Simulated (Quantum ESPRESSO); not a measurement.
**Habitual settings against a tight run: ZnIn₃ (I4/mmm, 4 atoms in the cell)**

Self-consistent single point.

```
ZnIn3
1.0
    2.25433    -2.25433     4.81970
    2.25433     2.25433     4.81970
   -2.25433    -2.25433     4.81970
Zn In
1 3
Cartesian
  0.00000   0.00000   0.00000
 -2.25433   0.00000   2.40985
  0.00000   2.25433   2.40985
  0.00000   0.00000   4.81970
```

Method: LDA (PZ), GBRV 1.5 ultrasoft (LDA) pseudopotentials (plane waves; Quantum ESPRESSO).

Base settings: ecutwfc = 50 Ry; ecutrho = 250 Ry; occupations = smearing; smearing = mp; degauss = 0.0073499 Ry; potentials = {Zn: zn_lda_v1.uspp.F.UPF, In: in_lda_v1.4.uspp.F.UPF}; K_POINTS = automatic 7 7 7 0 0 0; conv_thr = 1e-10 Ry; mixing_beta = 0.5.

Tight run (finer mesh or higher cutoff; not a proven limit): ecutwfc: 50 Ry → 70 Ry; ecutrho: 250 Ry → 350 Ry; conv_thr: 1e-10 Ry → 7.3e-11 Ry; K_POINTS: automatic 7 7 7 0 0 0 → automatic 10 10 10 0 0 0. It gave Fermi level (on the code's own zero) 9.76 eV; pressure -5.75 GPa.

Quick runs, as changes from the base:
- A: the base itself
- B: ecutwfc: 50 Ry → 35 Ry; ecutrho: 250 Ry → 175 Ry; smearing: mp → fd; degauss: 0.0073499 Ry → 0.036749 Ry; conv_thr: 1e-10 Ry → 7.3e-06 Ry; K_POINTS: automatic 7 7 7 0 0 0 → automatic 8 8 8 0 0 0
- C: ecutwfc: 50 Ry → 25 Ry; ecutrho: 250 Ry → 125 Ry; K_POINTS: automatic 7 7 7 0 0 0 → automatic 8 8 8 0 0 0
- D: ecutwfc: 50 Ry → 25 Ry; ecutrho: 250 Ry → 125 Ry; pseudopotentials: {Zn: zn_lda_v1.uspp.F.UPF, In: in_lda_v1.4.uspp.F.UPF} → {Zn: zn_pbesol_v1.uspp.F.UPF, In: in_pbesol_v1.4.uspp.F.UPF}; K_POINTS: automatic 7 7 7 0 0 0 → automatic 4 4 4 0 0 0 [PBEsol]
- E: ecutwfc: 50 Ry → 30 Ry; ecutrho: 250 Ry → 150 Ry; K_POINTS: automatic 7 7 7 0 0 0 → automatic 3 3 3 0 0 0
- F: smearing: mp → fd; degauss: 0.0073499 Ry → 0.036749 Ry; conv_thr: 1e-10 Ry → 7.3e-06 Ry; K_POINTS: automatic 7 7 7 0 0 0 → automatic 4 4 4 0 0 0

Energies are extrapolated to zero smearing width, which holds to low order in the width alone (under cold and Methfessel-Paxton smearing the free energy itself is taken).

Dashes: pressure of B, F, not trusted under this conv_thr with d or f elements; energy of D, another energy zero; time of D, E, under 30 s.

† marks runs with another functional, U, potentials or spin treatment: their distance from the tight run is not a convergence error alone.

The count of work is k-points × plane waves × bands × iterations; it is no time. Core times come from one kind of shared machine and are given to one figure; runs under 30 s give none.

The starting cell comes from a database of computed structures (which also holds hypothetical and non-ambient phases and stackings), without a prior relaxation at this level. Its lattice was rescaled by a random factor within 2.5 % of one. In the base run, with a pressure of about -5 GPa the cell is away from its equilibrium volume at this level.

| run | energy less tight (meV/atom) | pressure less tight (GPa) | count of work / tight | core time / tight (rough) |
|---|---|---|---|---|
| A | 44.6 | 1.21 | 0.24 | 0.2 |
| B | 112.5 | – | 0.15 | 0.2 |
| C | 2671.7 | -110.78 | 0.12 | 0.1 |
| D† | – | -108.94 | 0.027 | – |
| E | 493.8 | -14.94 | 0.018 | – |
| F | 53.3 | – | 0.053 | 0.05 |

Among the runs at the tight run's level, the energy misses run from 44.6 to 2671.7 meV/atom.
